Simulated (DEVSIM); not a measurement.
Structure: Schottky contact on n-type Si, at 300 K.

Layer 1 from the left is Si, thickness (μm) 3.30, Nd (cm⁻³) 4.6e16, τn (s) 3.1e-6, τp (s) 3.1e-6. Layer 2 from the left is Si, thickness (μm) 6.00, Nd (cm⁻³) 7.1e17, τn (s) 3.1e-6, τp (s) 3.1e-6.

Left contact: Schottky, work function 4.86 eV, emission velocity 8.5e6 cm/s. Right contact: ohmic. Voltage is applied to the left contact. Recombination: SRH at mid-gap, Auger. Mobility is constant in doping.

Constants are typed, rounded textbook-type inputs, not results; the design itself was drawn at random and stands for no fabricated device. Values at 300 K.

Si: gap (eV) 1.124, affinity (eV) 4.05, permittivity 11.7, Nc (cm⁻³) 2.86e19, Nv (cm⁻³) 3.1e19, μn (cm²/Vs) 1417, μp (cm²/Vs) 470, Cn (cm⁶/s) 2.8e-31, Cp (cm⁶/s) 9.9e-32.

Model (solved in DEVSIM): 1D drift-diffusion, Boltzmann statistics, complete ionisation; no tunnelling, impact ionisation, image-force lowering or self-heating. Metal contacts follow the ideal Schottky-Mott rule: no Fermi-level pinning, no interface dipoles.

Dark forward current:

| |V| (V) | |J| (A/cm²) |
|---|---|
| 0.05 | 5.328e-6 |
| 0.10 | 4.205e-5 |
| 0.15 | 0.0002951 |
| 0.20 | 0.002038 |
| 0.25 | 0.01403 |
| 0.30 | 0.09639 |
| 0.35 | 0.6606 |
| 0.40 | 4.494 |
| 0.45 | 29.54 |
| 0.50 | 165.8 |
| 0.55 | 610.3 |
| 0.60 | 1405 |
| 0.65 | 2419 |

**Question.** Work out the local ideality factor n = ΔV / (kT/q · ln(J2/J1)) between the rows 0.15 and 0.20 V, 0.60 and 0.65 V.

**Answer.** kT/q = 25.85 mV. From 0.15 to 0.20 V: ln(0.002038/0.0002951) = 1.932, n = 1.00, near the 1 of diffusion or emission over a barrier. From 0.60 to 0.65 V: ln(2419/1405) = 0.543, n = 3.56; the layers' resistance at their doping, Σ W/(qμN) = 3.5e-5 Ω cm², would take 36 mV of this step of 50 mV.

**Question.** Estimate the current at 0.30 V for emission alone, J0 = q v N_band exp(−φB/kT), and read the barrier back from the simulated current.

**Answer.** φB = 0.810 eV, N_band = 2.86e19 cm⁻³, J0 = 9.59e-7 A/cm²; J = J0 (exp(qV/kT) − 1) = 0.105 A/cm². The simulation gives 0.0964 A/cm²; the estimate lies 9.2 % above. Read backwards, the simulated current gives an apparent barrier of 0.812 eV. The estimate leaves out transport through the depletion region and minority injection.
